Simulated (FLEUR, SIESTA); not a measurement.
A FLEUR input for a self-consistent single point of ZrTi2 (P6/mmm, 3 atoms in the cell) (DFT, PBEsol, all-electron FLAPW (FLEUR), scalar-relativistic valence):

Input of the input generator:

```
ZrTi2 crystal
&input film=f /
4.7244099550 0.0000000104 0.0000000000
-2.3622049866 4.0914590337 0.0000000000
0.0000000000 0.0000000000 3.0034500000
1.8897261246
1.0 1.0 1.0

3
40 0.0000000000 0.0000000000 -0.0000000000
22 0.6666666667 0.3333333333 0.5000000000
22 0.3333333333 0.6666666667 0.5000000000

&comp jspins=1 /
&exco xctyp='PBEs' /
&kpt div1=8 div2=8 div3=11 gamma=t /
&end /
```

```xml
<?xml version="1.0" encoding="UTF-8" standalone="no"?>
<fleurInput fleurInputVersion="0.39">
   <comment>
      ZrTi2 crystal                                                                                       
   </comment>
   <calculationSetup>
      <cutoffs Kmax="4.3" Gmax="12.9" GmaxXC="12.9" numbands="0"/>
      <scfLoop itmax="80" minDistance="0.00001" maxIterBroyd="15" imix="Anderson" alpha="0.05" precondParam="0.0" spinf="2.0"/>
      <coreElectrons ctail="T" frcor="F" kcrel="0" coretail_lmax="0"/>
      <xcFunctional name="PBEs" relativisticCorrections="F"/>
      <magnetism jspins="1"/>
      <soc l_soc="F" theta="0.0" phi="0.0" spav="F"/>
      <expertModes spex="0" secvar="F"/>
      <geometryOptimization l_f="T" forcealpha="1.0" forcemix="BFGS" epsdisp="0.00001" epsforce="0.00001"/>
      <ldaU l_linMix="F" mixParam="0.05" spinf="1.0"/>
   </calculationSetup>
   <cell>
      <bzIntegration valenceElectrons="36.0" mode="hist" fermiSmearingEnergy="0.00367493">
         <kPointListSelection listName="default-1"/>
         <!-- k-points included here -->
         <xi:include xmlns:xi="http://www.w3.org/2001/XInclude" href="kpts.xml"> </xi:include>
      </bzIntegration>
      <!-- symmetry operations included here -->
      <xi:include xmlns:xi="http://www.w3.org/2001/XInclude" href="sym.xml"> </xi:include>
      <bulkLattice scale="1.0">
         <bravaisMatrix>
            <row-1>    8.9278409152838094     0.0000000196531517     0.0000000000000000</row-1>
            <row-2>   -4.4639204748384129     7.7317370237135608     0.0000000000000000</row-2>
            <row-3>    0.0000000000000000     0.0000000000000000     5.6756979289298695</row-3>
         </bravaisMatrix>
      </bulkLattice>
   </cell>
   <atomSpecies>
      <species name="Zirconium (Zr)" element="Zr" atomicNumber="40">
         <mtSphere radius="2.60" gridPoints="915" logIncrement="0.014"/>
         <atomicCutoffs lmax="10" lnonsphr="8"/>
         <electronConfig flipSpins="F">
            <coreConfig>(1s1/2) (2s1/2) (2p1/2) (2p3/2) (3s1/2) (3p1/2) (3p3/2) (3d3/2) (3d5/2)</coreConfig>
            <valenceConfig>(4s1/2) (4p1/2) (4p3/2) (5s1/2) (4d3/2) (4d5/2)</valenceConfig>
            <stateOccupation state="(4d3/2)" spinUp="0.4" spinDown="0.4"/>
            <stateOccupation state="(4d5/2)" spinUp="0.6" spinDown="0.6"/>
         </electronConfig>
         <energyParameters s="5" p="5" d="4" f="4"/>
         <lo type="SCLO" l="0" n="4" eDeriv="0"/>
         <lo type="SCLO" l="1" n="4" eDeriv="0"/>
      </species>
      <species name="Titanium (Ti)" element="Ti" atomicNumber="22">
         <mtSphere radius="2.35" gridPoints="829" logIncrement="0.015"/>
         <atomicCutoffs lmax="10" lnonsphr="8"/>
         <electronConfig flipSpins="F">
            <coreConfig>(1s1/2) (2s1/2) (2p1/2) (2p3/2)</coreConfig>
            <valenceConfig>(3s1/2) (3p1/2) (3p3/2) (4s1/2) (3d3/2) (3d5/2)</valenceConfig>
            <stateOccupation state="(3d3/2)" spinUp="0.4" spinDown="0.4"/>
            <stateOccupation state="(3d5/2)" spinUp="0.6" spinDown="0.6"/>
         </electronConfig>
         <energyParameters s="4" p="4" d="3" f="4"/>
         <lo type="SCLO" l="0" n="3" eDeriv="0"/>
         <lo type="SCLO" l="1" n="3" eDeriv="0"/>
      </species>
   </atomSpecies>
   <atomGroups>
      <atomGroup species="Zirconium (Zr)">
         <relPos label="                   1">.0000000000 .0000000000 .0000000000</relPos>
         <force calculate="T" relaxXYZ="TTT"/>
      </atomGroup>
      <atomGroup species="Titanium (Ti)">
         <relPos label="                   2">-1.000/3.000 1.000/3.000 1.000/2.000</relPos>
         <relPos label="                   3">1.000/3.000 -1.000/3.000 1.000/2.000</relPos>
         <force calculate="T" relaxXYZ="TTT"/>
      </atomGroup>
   </atomGroups>
   <output dos="F" band="F" slice="F">
      <checks vchk="F" cdinf="F"/>
      <bandDOS minEnergy="-.5*Htr" maxEnergy="0.5*Htr" sigma="0.015" storeEVData="T"/>
      <vacuumDOS vacdos="F" integ="F" star="F" nstars="0" locx1="0.0" locy1="0.0" locx2="0.0" locy2="0.0" nstm="0" tworkf="0.0"/>
      <unfoldingBand unfoldBand="F" supercellX="1" supercellY="1" supercellZ="1"/>
      <plotting iplot="0" polar="F">
         <plot TwoD="T" vec1="  1.0  0.0  0.0" vec2="  0.0  1.0  0.0" vec3="  0.0  0.0  1.0" zero="  0.0  0.0  0.0" file="plot"/>
      </plotting>
      <chargeDensitySlicing numkpt="0" minEigenval="0.0" maxEigenval="0.0" nnne="0" pallst="F"/>
      <specialOutput eonly="F"/>
      <magneticCircularDichroism mcd="F" energyLo="-10.0" energyUp="0.0"/>
   </output>
  <!-- We include the file relax.xml here to enable relaxations (see documentation) -->
  <xi:include xmlns:xi="http://www.w3.org/2001/XInclude" href="relax.xml"> <xi:fallback/> </xi:include>
</fleurInput>
```

Task: Give the SIESTA input for the same structure, mesh, smearing and functional.

Result: One input that does it (others would too):

```
# files in the folder: Zr.psml Ti.psml (PseudoDojo PBEsol standard)
SystemName  ZrTi2
SystemLabel ZrTi2

NumberOfAtoms                3
NumberOfSpecies              2
%block ChemicalSpeciesLabel
  1 40 Zr
  2 22 Ti
%endblock ChemicalSpeciesLabel
LatticeConstant              4.724410 Ang
%block LatticeVectors
     1.000000000    0.000000000    0.000000000
    -0.500000000    0.866025387    0.000000000
     0.000000000    0.000000000    0.635730176
%endblock LatticeVectors
AtomicCoordinatesFormat      ScaledCartesian
%block AtomicCoordinatesAndAtomicSpecies
     0.000000000    0.000000000    0.000000000  1
     0.500000500    0.288674840    0.317865088  2
    -0.000000500    0.577350547    0.317865088  2
%endblock AtomicCoordinatesAndAtomicSpecies

XC.functional                GGA
XC.authors                   PBEsol
PAO.BasisSize                TZP
PAO.EnergyShift              0.01 Ry
MeshCutoff                   350 Ry
%block kgrid.MonkhorstPack
    8   0   0  0.0
    0   8   0  0.0
    0   0  11  0.0
%endblock kgrid.MonkhorstPack
OccupationFunction           FD
ElectronicTemperature        100.0 meV

MaxSCFIterations             150
SCF.Mixer.Method             Broyden
SCF.Mixer.Weight             0.25
SCF.Mixer.History            8
SCF.DM.Tolerance             1.0E-04
Diag.ParallelOverK           true
WriteForces                  true
Charge.Mulliken              end
```

Basis, cutoffs, solver keys and any potentials are the target program's own. This input uses DFT, GGA PBEsol, numerical atomic orbitals TZP, PseudoDojo PBEsol standard norm-conserving potentials (rewritten from UPF to PSML).

The starting cell comes from a database of computed structures (which also holds hypothetical and non-ambient phases and stackings), without a prior relaxation at this level.
